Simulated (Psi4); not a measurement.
Psi4 1.11, B3LYP/def2-svpd: W(O)(F)2(OH)2 ([O]=[W]([OH])([OH])([F])[F]), 8 atoms. The geometry is a generated start, not checked to be a minimum at this level.

- task: energy
- method: b3lyp
- basis: def2-svpd
- memory: 3 GB
- maxiter: 100
- keys of the molecule block: symmetry c1
- scf_type: df (default)
- guess: auto, which took SAD (default)
- scf_initial_accelerator: adiis (default)
- e_convergence: 1e-06 (default)
- d_convergence: 1e-06 (default)
- dft_radial_points: 75 (default)
- dft_spherical_points: 302 (default)
- effective core potentials: those of the basis set, past Kr
- basis functions: 166
- grid points: 174287

```xyz
8

W      0.2326     0.2220     0.2095
O      1.6978    -0.2329     0.8846
F     -1.3832     0.7734    -0.5820
F      0.3305     2.0584     0.6016
O      0.6144    -0.3765    -1.5609
H      1.3743    -0.8156    -1.9787
O     -0.9480    -0.8047     1.2697
H     -1.9184    -0.8240     1.1561
```

Charge 0 and multiplicity 1 are set for this test and not shown to be the ground state.

One run each on 2 threads. Values of diis_max_vecs tried: 3, 6, 10 (default), 20.

### Question
Predict the course of the SCF iterations along this series.

### Answer
Fewest SCF iterations, within one of each other: 6 with 13, 10 (default) with 12, 20 with 12. The count rises to 46 at 3. All converge to one solution.

```json
[
 {"diis_max_vecs": "3", "SCF iterations": "46", "end": "same solution"},
 {"diis_max_vecs": "6", "SCF iterations": "13", "end": "same solution"},
 {"diis_max_vecs": "10 (default)", "SCF iterations": "12", "end": "same solution"},
 {"diis_max_vecs": "20", "SCF iterations": "12", "end": "same solution"}
]
```
